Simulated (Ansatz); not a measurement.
Data:

```xyz
4
Lattice="4.1672 0.0000 0.0000 -2.0836 3.6089 0.0000 0.0000 0.0000 5.4753" Properties=species:S:1:pos:R:3 pbc="T T T"
Sb     2.0836     1.2030     4.1065
Sb     0.0000     2.4060     1.3688
Pt     0.0000     0.0000     2.7377
Pt     0.0000     0.0000     0.0000
```

The numbers are results of PBEsol, DFPT electron-phonon coupling, linearised Boltzmann equation (plane waves, PAW, scalar-relativistic; Ansatz, a program for electronic structure), not measurements. How the cell was made: relaxed with this functional, without spin-orbit coupling.

**Question.** Predict the intrinsic resistivity at 300 K.

**Answer.** 15.7 (x), 15.7 (y), 19.7 (z) μΩ·cm.

**Question.** How long is the mean free path there?

**Answer.** 6.9 (x), 6.9 (y), 6.6 (z) nm, weighted by the current that each state carries. Wires not much wider than this gain resistivity from their walls.

A metal at this level (no band gap). Only scattering by harmonic phonons is included (no impurities, grain boundaries, electron-electron scattering or thermal expansion). Spin-orbit coupling is left out, which matters with elements this heavy. The squared frequency of the phonon mode least converged on the k mesh is uncertain by 35 %. Halving the electron mesh (24x24x16) moves the resistivity by up to 10 % at 300 K, the mean free path by up to 4 %. Smearing 0.20 eV; phonons on a 4x4x3 q mesh, which this run doesn't test.

Formula and space group known from diffraction (Crystallography Open Database), not checked to be the room-temperature form: PtSb (P6_3/mmc).
